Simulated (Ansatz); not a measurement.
Structures of equal composition on the (000-1) surface of wurtzite GaN (N plane on top): 2x2 In adatom at H3; 2x2 In adatom at T4. The slabs share one bottom face, and each structure is named by its start. These are constructed structures in small cells; real faces may alloy, dewet or reconstruct in larger ones, and not all known structures of the face are among them. Slabs of about 14 Å, Fermi-Dirac smearing of 0.025 eV. Bottom of the slabs: H caps. Relaxed from the named starts with such symmetry as they have, on meshes of like density; energies extrapolated to zero smearing; spin only where a row says so; no spin-orbit coupling, no U. Brackets mark spin-polarised runs, whose order is one that fits the cell. Where a second, spin-polarised start was run, the lower counts.

Calculation: r2SCAN, at the PBE geometry (plane waves to 500 eV, PAW; Ansatz, a quantum-chemistry and plane-wave program).

### Question
Rank these by energy per 1x1 cell (lowest first), as r2SCAN, at the PBE geometry gives it.

### Answer
2x2 In adatom at H3 (0.000 eV, gap 0.33 eV on the mesh), 2x2 In adatom at T4 (0.164 eV (3 In–N bonds formed), a narrow gap of 0.19 eV by band count)
